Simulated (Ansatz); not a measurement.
MoS2: energy against volume

MoS2 (2H layered, P6_3/mmc, 17.307 Å³/atom and stress up to 0.01 GPa in the relaxed cell, c along z) under hydrostatic pressure, with the cell free. PBE-D3(BJ) in Ansatz, a plane-wave DFT program (PAW, default set), 420 eV, 12×12×3 Γ-centred mesh, Fermi-Dirac smearing 0.05 eV; ions are relaxed, or left where forces stay under 0.02 eV/Å, within the symmetry of each cell.

Here V stands for volume and E for E less E0.

| volume (Å³/atom) | E less E0 (meV/atom) | pressure (GPa) |
|---|---|---|
| 18.4422 | 8.31 | -2.00 |
| 17.7288 | 1.38 | -1.00 |
| 17.3071 | 0.00 | 0.00 |
| 17.2018 | 0.10 | 0.30 |
| 17.0734 | 0.50 | 0.70 |
| 16.8447 | 2.05 | 1.50 |
| 16.4866 | ? | ? |

Question: Using the third-order Birch-Murnaghan form, a cubic in V^(-2/3), estimate the missing E at V = 16.4866 from the other rows, showing the fit.

Answer: With u = V^(-2/3) - 0.1488, the rows have u = -0.0055400, -0.0017222, 0.0006573, 0.0012666, 0.0020181, 0.0033801. Least squares gives E = 0.115 - 332.7·u + 244834·u² + 6835009·u³. Residuals (row less fit): 0.000, 0.001, -0.004, 0.000, 0.003, -0.002; standard error 0.004 (degrees of freedom: 2). Its minimum lies at u = 0.0006611, so V0 = (0.1494611)^(-3/2) = 17.31. There d²E/du² = 516800 and d³E/du³ = 4.101e7, so B0 = (4/9) × 17.31^(-7/3) × 516800 × 0.160218 = 47.5 GPa (the last factor turns the table's units into GPa), and B0' = 4 + (2/3) × 0.1494611 × (4.101e7)/516800 = 11.9. B0' rests on the cubic coefficient alone and has a standard error of 0.1 from these residuals. At the withheld row, u = 0.0055758, so E = 0.115 - 332.7 × 0.0055758 + 244834 × 0.0055758² + 6835009 × 0.0055758³ = 7.057 meV/atom. The calculation gives 7.04 meV/atom, 0.017 meV/atom below the prediction (0.2 % of the range of E in the table). The row lies outside the fitted rows, so this is an extrapolation. The scatter of the fitted rows lies at the last printed digit.

Other structures, which can take over under pressure, weren't tried. The same form fitted to the pressure column gives B0' = 12.1; series where the two differ by over 0.4 aren't shown. Rows are the converged runs of the series near zero and its far end, less any whose ions stayed unrelaxed beside relaxed ones; series whose fitted rows scatter by over a few per cent of the range, as at a crossing or softening among them, aren't shown in this form.
